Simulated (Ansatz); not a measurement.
# Input and output of a self-consistent single point for GaNi4Ge3 (Cm, 8 atoms in the cell) (Ansatz)

Method of the run: LDA (PW92), default PAW files made with PBE (plane waves; Ansatz, a quantum-chemistry and plane-wave program).

The input file:

Ansatz 0.2 input:
```yaml
crystal:
  lattice:
    - [5.681299, -1.865943, 0.000000]
    - [5.681299, 1.865943, 0.000000]
    - [-0.873101, 0.000000, 4.697152]
  atoms:
    - { symbol: Ga, position: [0.429290, 0.429290, 0.713360] }
    - { symbol: Ni, position: [0.001660, 0.001660, 0.001400] }
    - { symbol: Ni, position: [0.203420, 0.203420, 0.330410] }
    - { symbol: Ni, position: [0.795000, 0.795000, 0.668450] }
    - { symbol: Ni, position: [0.000960, 0.000960, 0.499210] }
    - { symbol: Ge, position: [0.568540, 0.568540, 0.287300] }
    - { symbol: Ge, position: [0.185890, 0.185890, 0.822250] }
    - { symbol: Ge, position: [0.815240, 0.815240, 0.177610] }
basis:
  ecutwfc: 420.0 eV
kpoints:
  mp_grid:
    grid: [7, 7, 5]
hamiltonian:
  xc: lda
  pseudopotentials:
    kind: paw
scf:
  occupations:
    method: methfessel_paxton
    width: 0.2 eV
output:
  forces: true
  eigenvalues: true
  stress: true
```

Output, abridged:

```
WARN ansatz: RAYON_NUM_THREADS=1 ignored (pool sized by the plan → 1); use --threads N
Pseudopotentials: kind: paw
Pseudopotential: Ga, paw, valence charge 13
Pseudopotential: Ni, paw, valence charge 18
Pseudopotential: Ge, paw, valence charge 14
Crystal: 8 atoms, lattice volume = 99.589 Å³
Basis set: ecut = 420 eV, 1937 PW (Γ)
Bands: 77, of which v1, the nominal top of the filled ones, is band 64 counted from 1 (63 counted from 0)
Symmetry: 2 space group operations
Space group: Cm (ITA 8), of the structure as read, at distance tolerance 4.6e-5 Å
k-points: 72 of 245 (time reversal used)
PAW frozen core: Ga, regenerated for the run's functional, and the local potential with it
PAW frozen core: Ni, regenerated for the run's functional, and the local potential with it
PAW frozen core: Ge, regenerated for the run's functional, and the local potential with it
Initial density: superposition of atomic densities (neutral atoms: chi_scale 0, normalization atom), corrected by the library's trained network
Initial wavefunctions: pseudopotential atomic-orbital guess
Eigensolver: davidson
Functional: x = slater, c = lda
SCF iter   1: F=—  HF=-39450.675153 eV  |F-HF|=—  |Δ(HF+E_count)|=         —  Δρ=1.54e-2  dr2=1.02e-1  ethr=1.77e-3  ⟨swp⟩=5.2  Hψ=18502  notcnv=0  defer=31
all-band conjugate gradients solve this SCF's bands
preconditioner: auto → Kerker (q_TF=auto, 2.841 Å⁻¹)
SCF iter   2: F=—  HF=-39450.653944 eV  |F-HF|=—  |Δ(HF+E_count)|=   2.12e-2  S|Δr|=    0.00e0  Δρ=4.73e-3  dr2=1.09e-2  ethr=8.01e-5  ⟨swp⟩=2.5  Hψ=11317  notcnv=0  defer=31
SCF iter   3: F=—  HF=-39450.652024 eV  |F-HF|=—  |Δ(HF+E_count)|=   1.92e-3  S|Δr|=    0.00e0  Δρ=1.80e-3  dr2=2.38e-3  ethr=8.56e-6  ⟨swp⟩=1.3  Hψ=5157  notcnv=0  defer=31
SCF iter   4: F=—  HF=-39450.651490 eV  |F-HF|=—  |Δ(HF+E_count)|=   5.34e-4  S|Δr|=    0.00e0  Δρ=5.07e-4  dr2=4.01e-4  ethr=1.87e-6  ⟨swp⟩=2.9  Hψ=8898  notcnv=0  defer=31
SCF iter   5: F=—  HF=-39450.651342 eV  |F-HF|=—  |Δ(HF+E_count)|=   1.48e-4  S|Δr|=    0.00e0  Δρ=2.79e-4  dr2=1.15e-4  ethr=3.16e-7  ⟨swp⟩=2.0  Hψ=7758  notcnv=0  defer=31
SCF iter   6: F=—  HF=-39450.651328 eV  |F-HF|=—  |Δ(HF+E_count)|=   1.41e-5  S|Δr|=    0.00e0  Δρ=9.27e-5  dr2=1.42e-5  ethr=9.04e-8  ⟨swp⟩=2.4  Hψ=8350  notcnv=0  defer=31
SCF iter   7: F=—  HF=-39450.651313 eV  |F-HF|=—  |Δ(HF+E_count)|=   1.45e-5  S|Δr|=    0.00e0  Δρ=5.10e-5  dr2=3.01e-6  ethr=1.12e-8  ⟨swp⟩=2.0  Hψ=8328  notcnv=0  defer=31
SCF iter   8: F=—  HF=-39450.651313 eV  |F-HF|=—  |Δ(HF+E_count)|=   3.70e-7  S|Δr|=    0.00e0  Δρ=2.05e-5  dr2=5.72e-7  ethr=2.37e-9  ⟨swp⟩=2.0  Hψ=7041  notcnv=0  defer=31
SCF iter   9: F=-39450.651313 eV  HF=-39450.651313 eV  |F-HF|=2.15e-8  |Δ(HF+E_count)|=   1.24e-7  S|Δr|=    0.00e0  Δρ=6.84e-6  dr2=4.63e-8  ethr=7.87e-11  ⟨swp⟩=8.1  Hψ=26820  notcnv=0
SCF 1 converged in 9 iterations: F = -39450.651313 eV  dr2 = 4.63e-8
SCF converged after 9 iterations
Stability not checked (fill_not_monotonic)
Free energy (F): -39450.651313 eV
Harris-Foulkes:  -39450.651313 eV  (|F-HF|=2.15e-8)
Internal energy: -39450.651419 eV  (E = F + TS)
E sigma→0 (E₀):  -39450.651339 eV
Entropy (-TS):   0.000107 eV (0.013 meV/atom)
Fermi energy:    16.365637 eV
--- Per-component energies (eV) ---
  E_band       = -1372.269459
  E_kinetic    = 1610.592162
  E_local      = -23057.146906  (includes V_loc(G=0)·N_el)
  E_nonlocal   = 4255.623804
  E_hartree    = 10005.047836
  E_xc         = -643.842274
  E_vxc        = -706.556414  (∫ρ·V_xc dr)
  E_paw        = -13999.220436  (= ΣΔE_a)
  E_vpaw       = -3484.863092  (= ΣTr[D̂ρ^β])
  E_aug_tail   = 0.002544  (compensation charges beyond the density's cutoff)
  E_ewald      = -17630.898089
  E_core_change = 9.189940  (= ΣΔE_core)
  E_smearing   = 0.000107  (= −TS)
  E_closure    = 0.000000  (closes the sum)
  Σ components = -39450.651313   (vs F -39450.651313, Δ=0.00e0)
--- Forces (eV/Å), atoms counted from 1 ---
  atom   1  Ga    -0.10557092     0.00000000    -0.05162440
  atom   2  Ni    -0.00534011     0.00000000    -0.05869740
  atom   3  Ni     0.14981446     0.00000000    -0.02959352
  atom   4  Ni    -0.11886366    -0.00000000     0.03172985
  atom   5  Ni    -0.03316722    -0.00000000     0.05792925
  atom   6  Ge     0.06585565    -0.00000000     0.01292743
  atom   7  Ge    -0.01970803    -0.00000000     0.07023825
  atom   8  Ge     0.06695573     0.00000000    -0.03292641
  max |Σ_I F_I| component: 2.41e-5 eV/Å
--- Stress (GPa, compression-positive) ---
        4.058652       0.000000      -0.810864
        0.000000       4.542335      -0.000000
       -0.810865      -0.000000       3.896372
  P = ⅓ Tr σ = 4.1658 GPa (41.658 kbar)
  The stress holds the Pulay correction. Without it, at fixed plane waves, as pw.x and ABINIT print it: P = 4.0830 GPa
--- Band table (eV; the first three rows and the last of 72) ---
  k-point 0: bands = ["-86.4109", "-86.3878", "-86.3714", "-86.2699", "-47.3590", "-47.3279", "-47.2991", "-47.2849", "-47.2684", "-47.2371", "-47.2021", "-47.1929", "-47.1462", "-47.1336", "-47.0917", "-46.9812", "-8.5468", "-8.5297", "-8.5196", [...]
  k-point 1: bands = ["-86.4091", "-86.3896", "-86.3714", "-86.2699", "-47.3413", "-47.3272", "-47.2993", "-47.2857", "-47.2683", "-47.2377", "-47.2028", "-47.1987", "-47.1579", "-47.1337", "-47.0907", "-46.9813", "-8.5459", "-8.5300", "-8.5194", [...]
  k-point 2: bands = ["-86.4052", "-86.3935", "-86.3713", "-86.2699", "-47.3259", "-47.3005", "-47.2945", "-47.2871", "-47.2682", "-47.2399", "-47.2382", "-47.1902", "-47.1762", "-47.1337", "-47.0895", "-46.9816", "-8.5443", "-8.5309", "-8.5190", [...]
  k-point 71: bands = ["-86.4052", "-86.3936", "-86.3713", "-86.2699", "-47.3260", "-47.3006", "-47.2945", "-47.2871", "-47.2696", "-47.2398", "-47.2338", "-47.1928", "-47.1771", "-47.1351", "-47.0881", "-46.9812", "-8.5451", "-8.5252", "-8.5133", [...]
```

The run converged in 9 iterations.

The starting cell comes from a database of computed structures (which also holds hypothetical and non-ambient phases and stackings), without a prior relaxation at this level. Its lattice was rescaled by a random factor within 2.5 % of one. Spin polarisation is off. With a pressure of about 4 GPa the cell is away from its equilibrium volume at this level. Ansatz's pressure includes its estimate of the finite-basis (Pulay) stress.

Cost on one core of a shared machine: roughly 50 s.
